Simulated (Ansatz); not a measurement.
An Ansatz (a first-principles code) run: Hf3Ge2; Kohn–Sham DFT with the r2SCAN functional, run in Ansatz with PAW and 500 eV plane waves, scalar-relativistic without spin-orbit coupling, earlier PAW set.

Input:

Ansatz 0.2 input:
```yaml
crystal:
  lattice:
    - [7.1175498777, 0, 0]
    - [0, 7.1175498777, 0]
    - [0, 0, 3.7003581321]
  atoms:
    - { symbol: Hf, position: [0, 0, 0] }
    - { symbol: Hf, position: [0.5, 0.5, 0] }
    - { symbol: Hf, position: [0.1697830975, 0.6697830975, 0.5] }
    - { symbol: Hf, position: [0.8302169025, 0.3302169025, 0.5] }
    - { symbol: Hf, position: [0.3302169025, 0.1697830975, 0.5] }
    - { symbol: Hf, position: [0.6697830975, 0.8302169025, 0.5] }
    - { symbol: Ge, position: [0.6307958436, 0.1307958436, 0] }
    - { symbol: Ge, position: [0.3692041564, 0.8692041564, 0] }
    - { symbol: Ge, position: [0.8692041564, 0.6307958436, 0] }
    - { symbol: Ge, position: [0.1307958436, 0.3692041564, 0] }
basis: { ecutwfc: 500, ecutrho_ratio: 4, xc_grid: 4, fft_grid_basis: typed }
kpoints: { mp_grid: { grid: [7, 7, 13] } }
hamiltonian:
  xc: r2scan
  dispersion: none
  pseudopotentials: { azcp: { folder: ./paw }, kind: paw }
scf: { occupations: { method: fermi_dirac, width: 0.05 }, convergence: { dr2_threshold: 0.000000001 } }
output: { forces: true, stress: true }
```

Output (explanatory and most iteration lines left out):

```
Pseudopotential: Hf, paw, valence charge 26
Pseudopotential: Ge, paw, valence charge 14
Crystal: 10 atoms, lattice volume = 187.458 Å³
Basis set: ecut = 500 eV, 4769 PW (Γ), exchange–correlation on 216×216×108 points (64 copies of the dense FFT grid, shifted against one another)
Bands: 122, of which v1, the nominal top of the filled ones, is band 106 counted from 1 (105 counted from 0)
Symmetry: 16 space group operations
Space group: P4/mbm (ITA 127), of the structure as read, at distance tolerance 5.7e-5 Å
k-points: 70 of 637
Functional: x = r2scan, c = r2scan; τ floored in thin density (d = 2e-4 eV/Å³)
SCF iter   1: F=—  HF=-111623.632230 eV  |F-HF|=—  |Δ(HF+E_count)|=         —  Δρ=5.41e-2  dr2=1.12e1  dr2_τ=1.70e-1  ethr=3.10e-3  ⟨swp⟩=5.1  Hψ=25761  notcnv=0  defer=76
SCF iter   2: F=—  HF=-111622.421991 eV  |F-HF|=—  |Δ(HF+E_count)|=    1.21e0  Δρ=3.00e-2  dr2=3.26e0  dr2_τ=5.58e-2  ethr=3.10e-3  ⟨swp⟩=2.2  Hψ=16274  notcnv=0  defer=547
SCF 1 converged in 15 iterations: F = -111622.000396 eV  dr2 = 1.48e-10
SCF converged after 15 iterations
Free energy (F): -111622.000396 eV
Internal energy: -111621.951755 eV  (E = F + TS)
E sigma→0 (E₀):  -111621.976076 eV
Entropy (-TS):   -0.048641 eV (-4.864 meV/atom)
Fermi energy:    17.330755 eV
--- Forces (eV/Å), atoms counted from 1 ---
  atom   1  Hf    -0.00000000     0.00000000     0.00000000
  atom   2  Hf     0.00000000    -0.00000000     0.00000000
  atom   3  Hf     0.00112521     0.00112521     0.00000000
  atom   4  Hf    -0.00112521    -0.00112521     0.00000000
  atom   5  Hf    -0.00112521     0.00112521     0.00000000
  atom   6  Hf     0.00112521    -0.00112521     0.00000000
  atom   7  Ge     0.00190465     0.00190465     0.00000000
  atom   8  Ge    -0.00190465    -0.00190465     0.00000000
  atom   9  Ge    -0.00190465     0.00190465     0.00000000
  atom  10  Ge     0.00190465    -0.00190465     0.00000000
--- Stress (GPa, compression-positive) ---
       -0.005577       0.000000       0.000000
        0.000000      -0.005577       0.000000
        0.000000       0.000000      -0.002343
  P = ⅓ Tr σ = -0.0045 GPa (-0.045 kbar)
```

Whether these cells are dynamically stable was not tested. All final runs are without spin polarisation. The cell is Hf$_{3}$Ge$_{2}$ (space group P4/mbm, No. 127; a cell from a computed database, its experimental status unchecked).
